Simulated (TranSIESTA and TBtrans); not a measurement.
# Sn chain with one Mg atom in place of Sn

System: Sn chain with one Mg atom in place of Sn. Leads: straight Sn chain, spacing 2.75 Å. Geometry: 3 atoms about the centre moved by SIESTA (PBE, DZP) to a largest force of 0.03 eV/Å, all others as built, motion along the axis alone.

Computed with TranSIESTA and TBtrans, PBE, DZP numerical orbitals (energy shift 0.15 eV), PseudoDojo norm-conserving scalar-relativistic potentials, mesh cutoff 200 Ry, 300 K, no spin polarisation, no spin-orbit coupling; self-consistent non-equilibrium Green functions.

```
Property                           Result
---------------------------------  ------
Conductance at 300 K (G0 = 2e²/h)    1.24
Mean T from −0.5 to 0.5 eV           1.17
```

Energies count from the leads' Fermi level. Transmissions are for one spin of a degenerate pair. The energy step is 0.01 eV; narrower resonances are cut or missed.

| E (eV) | T | lead channels |
|---|---|---|
| -1.95 | 0.62 | 1 |
| -1.80 | 0.64 | 1 |
| -1.65 | 0.65 | 1 |
| -1.50 | 0.68 | 1 |
| -1.35 | 0.70 | 1 |
| -1.20 | 0.73 | 1 |
| -1.05 | 0.76 | 1 |
| -0.90 | 0.79 | 1 |
| -0.75 | 0.85 | 3 |
| -0.60 | 0.90 | 3 |
| -0.45 | 0.98 | 3 |
| -0.30 | 1.09 | 3 |
| -0.15 | 1.20 | 3 |
| 0.00 | 1.24 | 3 |
| 0.15 | 1.23 | 3 |
| 0.30 | 1.21 | 3 |
| 0.45 | 1.20 | 3 |
| 0.60 | 1.20 | 3 |
| 0.75 | 1.21 | 3 |
| 0.90 | 1.24 | 3 |
| 1.05 | 1.27 | 3 |
| 1.20 | 1.32 | 3 |
| 1.35 | 1.38 | 3 |
| 1.50 | 1.46 | 3 |
| 1.65 | 1.55 | 3 |
| 1.80 | 1.63 | 3 |
| 1.95 | 1.70 | 3 |

The straight chain is held at its spacing; free chains may zigzag or dimerise. No spin-polarised start was tried, so a magnetic state, if there is one, is missed.
